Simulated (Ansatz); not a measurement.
Effect of Si → Pb on TiSi2

The parent structure is TiSi2 (space group Fddd, No. 70; a = 4.8062 Å, b = 8.2647 Å, c = 8.5654 Å).

One thing is altered: full substitution Si → Pb; the structure is relaxed again.

The values are results of plane-wave PAW DFT at the PBE level (Ansatz, a first-principles code, 420 eV), without spin-orbit coupling, not measurements. Γ-centred 10×10×10 mesh, Fermi–Dirac width 0.05 eV, for the changed cell.

The density rises by 6.37 g/cm³, from 4.06 g/cm³ to 10.43 g/cm³ and the shortest interatomic distance rises by 0.418 Å to 2.953 Å. The band gap is still zero.

Final structure:

```yaml
crystal:
  lattice:
    - [0.00000, 4.90188, 4.93187]
    - [3.04389, 0.00000, 4.93187]
    - [3.04389, 4.90188, 0.00000]
  atoms:
    - { symbol: Pb, position: [0.43636, 0.43636, 0.06364] }
    - { symbol: Pb, position: [0.06364, 0.06364, 0.43636] }
    - { symbol: Pb, position: [0.81364, 0.81364, 0.18636] }
    - { symbol: Pb, position: [0.18636, 0.18636, 0.81364] }
    - { symbol: Ti, position: [0.75000, 0.75000, 0.75000] }
    - { symbol: Ti, position: [0.50000, 0.50000, 0.50000] }
```

Cost of the whole job for the changed cell (relaxation, final SCF and bands): roughly 12 core-minutes.

Whether these cells are dynamically stable was not tested. As relaxed here, TiPb2 is a hypothetical phase, not in the database extracts checked. All final runs are without spin polarisation. TiPb2 has a high density of states at the Fermi level and may be magnetic at this level.
